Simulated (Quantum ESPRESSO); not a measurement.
Input and output of a self-consistent single point for FeCo (Pm-3m, 2 atoms in the cell) (Quantum ESPRESSO).

Method of the run: PBEsol, PSlibrary ultrasoft (PBE) pseudopotentials (plane waves; Quantum ESPRESSO).

```xyz
2
Lattice="2.8390 0.0000 0.0000 0.0000 2.8390 0.0000 0.0000 0.0000 2.8390" Properties=species:S:1:pos:R:3 pbc="T T T"
Fe     0.0000     0.0000     0.0000
Co     1.4195     1.4195     1.4195
```
Moments meant for the start (each program seeds them in its own way; μB, in the order of the atoms Fe Co): 4.0 3.0.

Reference input (self-consistent single point, DFT, PBE, plane waves, PSlibrary ultrasoft (PBE) pseudopotentials): ecutwfc = 55 Ry; ecutrho = 330 Ry; occupations = smearing; smearing = gauss; degauss = 0.0147 Ry; nspin = 2; potentials = {Fe: Fe.pbe-n-rrkjus_psl.1.0.0.UPF, Co: Co.pbe-n-rrkjus_psl.1.0.0.UPF}; K_POINTS = automatic 15 15 15 0 0 0; conv_thr = 1e-09 Ry; mixing_beta = 0.4. This run's input differs from it in these lines:

```diff
@@ -20,2 +20,3 @@
  starting_magnetization(2) = 0.333
+ input_dft = 'pbesol'
 /
```

Output (repeated stretches shortened):

```
     Self-consistent Calculation

     iteration #  1     ecut=    55.00 Ry     beta= 0.40

     total energy              =    -136.12264331 Ry
     estimated scf accuracy    <       1.14484134 Ry

     total magnetization       =     4.67 Bohr mag/cell
     absolute magnetization    =     4.67 Bohr mag/cell

     iteration #  2     ecut=    55.00 Ry     beta= 0.40

     total energy              =    -135.80041176 Ry
     estimated scf accuracy    <      20.63152214 Ry

     total magnetization       =     2.19 Bohr mag/cell
     absolute magnetization    =     2.19 Bohr mag/cell

     iteration #  3     ecut=    55.00 Ry     beta= 0.40

   [... lines left out ...]
     absolute magnetization    =     4.66 Bohr mag/cell

   [... 10 blocks of this kind left out ...]

     iteration # 14     ecut=    55.00 Ry     beta= 0.40

     total energy              =    -136.75598470 Ry
     estimated scf accuracy    <          4.0E-09 Ry

     total magnetization       =     4.53 Bohr mag/cell
     absolute magnetization    =     4.75 Bohr mag/cell

     iteration # 15     ecut=    55.00 Ry     beta= 0.40

     Magnetic moment per site  (integrated on atomic sphere of radius R)
     atom   1 (R=0.357)  charge=  6.3743  magn=  2.7671
     atom   2 (R=0.357)  charge=  7.5345  magn=  1.8438
     End of self-consistent calculation

     Number of k-points >= 100: set verbosity='high' to print the bands.

     the Fermi energy is    13.4364 ev

!    total energy              =    -136.75598470 Ry
     estimated scf accuracy    <          4.0E-10 Ry
     smearing contrib. (-TS)   =      -0.00205113 Ry
     internal energy E=F+TS    =    -136.75393357 Ry

     total magnetization       =     4.53 Bohr mag/cell
     absolute magnetization    =     4.75 Bohr mag/cell

     convergence has been achieved in  15 iterations

     Forces acting on atoms (cartesian axes, Ry/au):

     atom    1 type  1   force =     0.00000000    0.00000000    0.00000000
     atom    2 type  2   force =     0.00000000    0.00000000    0.00000000

     Total force =     0.000000     Total SCF correction =     0.000000

          total   stress  (Ry/bohr**3)                   (kbar)     P=      -85.22
  -0.00057929   0.00000000   0.00000000          -85.22        0.00        0.00
   0.00000000  -0.00057929   0.00000000            0.00      -85.22        0.00
   0.00000000   0.00000000  -0.00057929            0.00        0.00      -85.22

   JOB DONE.
```

The run converged in 15 iterations. Against the reference run the pressure goes from 0.90 to -8.52 GPa and the size of the net moment moves little (2.26 to 2.27 μB/atom).

The starting cell comes from a database of computed structures (which also holds hypothetical and non-ambient phases and stackings), without a prior relaxation at this level. The magnetic order is the one reached from the typed start; others were not searched systematically. With a pressure of about -9 GPa the cell is away from its equilibrium volume at this level.

Cost on one core of a shared machine: roughly 40 s.
